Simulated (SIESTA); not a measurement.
Band structure of AlP (F-43m, 2 atoms in the cell).

```
CELL_PARAMETERS angstrom
      0.00000     2.69243     2.69243
      2.69243     0.00000     2.69243
      2.69243     2.69243     0.00000
ATOMIC_POSITIONS crystal
  Al 0.00000 0.00000 0.00000
  P  0.75000 0.75000 0.75000
```

Level of theory: GGA PBE, numerical atomic orbitals DZP, PseudoDojo PBE standard norm-conserving potentials (rewritten from UPF to PSML) in SIESTA.

Settings: XC.functional = GGA; XC.authors = PBE; potentials = PseudoDojo PBE standard; PAO.BasisSize = DZP; PAO.EnergyShift = 0.01 Ry; MeshCutoff = 400 Ry; kgrid.MonkhorstPack = 9 9 9; OccupationFunction = FD; ElectronicTemperature = 50 meV; MaxSCFIterations = 150; SCF.Mixer.Method = Pulay; SCF.Mixer.Weight = 0.25; SCF.Mixer.History = 8; SCF.DM.Tolerance = 1.0E-04.

The starting cell comes from a database of computed structures (which also holds hypothetical and non-ambient phases and stackings), without a prior relaxation at this level. Its lattice was rescaled by a random factor within 2.5 % of one. Values carry the incompleteness of an atom-centred basis.

Problem. Predict the gap along the standard path and the places of the band edges.

Solution. The gap along the path is 1.42 eV, from Γ to X; the smallest direct gap on it is 3.65 eV.

Levels in eV from the top of the valence band on the path, bands 1 to 5:
| point | 1 | 2 | 3 | 4 | 5 |
|---|---|---|---|---|---|
| Γ | -11.75 | 0.00 | 0.00 | 0.00 | 4.01 |
| X | -9.27 | -5.52 | -2.22 | -2.22 | 1.42 |
| W | -9.22 | -5.08 | -3.38 | -3.00 | 4.30 |
| K | -9.31 | -5.21 | -3.64 | -1.83 | 2.35 |
| L | -9.99 | -5.78 | -0.82 | -0.82 | 3.02 |
| U | -9.31 | -5.21 | -3.64 | -1.83 | 2.35 |

Higher empty bands are left out: an atom-centred basis made for the valence describes them poorly.
